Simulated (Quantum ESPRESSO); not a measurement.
# Habitual settings against a tight run: HfTiMo₄ (F-43m, 6 atoms in the cell)

Self-consistent single point.

```
CELL_PARAMETERS angstrom
      0.00000     3.80388     3.80388
      3.80388     0.00000     3.80388
      3.80388     3.80388     0.00000
ATOMIC_POSITIONS crystal
  Hf 0.75000 0.75000 0.75000
  Ti 0.00000 0.00000 0.00000
  Mo 0.37491 0.37491 0.37491
  Mo 0.87527 0.37491 0.37491
  Mo 0.37491 0.37491 0.87527
  Mo 0.37491 0.87527 0.37491
```

Method of the run: PBEsol, PseudoDojo standard norm-conserving (PBESOL) pseudopotentials (plane waves; Quantum ESPRESSO 7.5).

Base settings: ecutwfc = 85 Ry; occupations = smearing; smearing = mp; degauss = 0.0036749 Ry; potentials = {Hf: Hf.upf, Ti: Ti.upf, Mo: Mo.upf}; K_POINTS = automatic 6 6 6 0 0 0; conv_thr = 1e-11 Ry; mixing_beta = 0.7.

Tight run (finer mesh or higher cutoff; not a proven limit): ecutwfc: 85 Ry → 119 Ry; conv_thr: 1e-11 Ry → 7.3e-11 Ry; K_POINTS: automatic 6 6 6 0 0 0 → automatic 9 9 9 0 0 0. It gave Fermi level (on the code's own zero) 16.46 eV; pressure -13.43 GPa; largest force (vector length) 0.002 eV/Å.

Quick runs, as changes from the base:
- A: the base itself
- B: ecutwfc: 85 Ry → 59 Ry; conv_thr: 1e-11 Ry → 7.3e-06 Ry; K_POINTS: automatic 6 6 6 0 0 0 → automatic 4 4 4 1 1 1
- C: ecutwfc: 85 Ry → 42 Ry; smearing: mp → gauss; degauss: 0.0036749 Ry → 0.0099958 Ry; K_POINTS: automatic 6 6 6 0 0 0 → automatic 4 4 4 0 0 0
- D: ecutwfc: 85 Ry → 68 Ry; K_POINTS: automatic 6 6 6 0 0 0 → automatic 2 2 2 0 0 0
- E: ecutwfc: 85 Ry → 51 Ry; K_POINTS: automatic 6 6 6 0 0 0 → automatic 3 3 3 0 0 0; potentials: PseudoDojo standard norm-conserving (LDA) [LDA (PW92)]
- F: ecutwfc: 85 Ry → 42 Ry; smearing: mp → fd; degauss: 0.0036749 Ry → 0.0147 Ry; K_POINTS: automatic 6 6 6 0 0 0 → automatic 2 2 2 0 0 0

Energies are extrapolated to zero smearing width, which holds to low order in the width alone (under cold and Methfessel-Paxton smearing the free energy itself is taken).

Dashes: pressure of B, not trusted under this conv_thr with d or f elements; energy of E, another energy zero; time of F, under 30 s.

† marks runs with another functional, U, potentials or spin treatment: their distance from the tight run is not a convergence error alone.

The count of work is k-points × plane waves × bands × iterations; it is no time. Core times come from one kind of shared machine and are given to one figure; runs under 30 s give none.

The starting cell comes from a database of computed structures (which also holds hypothetical and non-ambient phases and stackings), without a prior relaxation at this level. Its lattice was rescaled by a random factor within 2.5 % of one. Spin polarisation is off. In the base run, with a pressure of about -14 GPa the cell is away from its equilibrium volume at this level.

```
run  energy less tight (meV/atom)  pressure less tight (GPa)  largest miss in a force vector (eV/Å)  count of work / tight  core time / tight (rough)
---  ----------------------------  -------------------------  -------------------------------------  ---------------------  -------------------------
A                            -0.6                      -0.27                                  0.004                   0.31                        0.3
B                            78.5                          –                                  0.005                  0.069                       0.06
C                          1372.3                     -47.69                                  0.015                  0.049                       0.06
D                           -43.3                      -0.24                                  0.011                  0.051                       0.05
E†                              –                     -23.33                                  0.014                  0.038                       0.05
F                          1324.4                     -46.58                                  0.035                  0.021                          –
```

Among the runs at the tight run's level, the energy misses run from 0.6 to 1372.3 meV/atom.
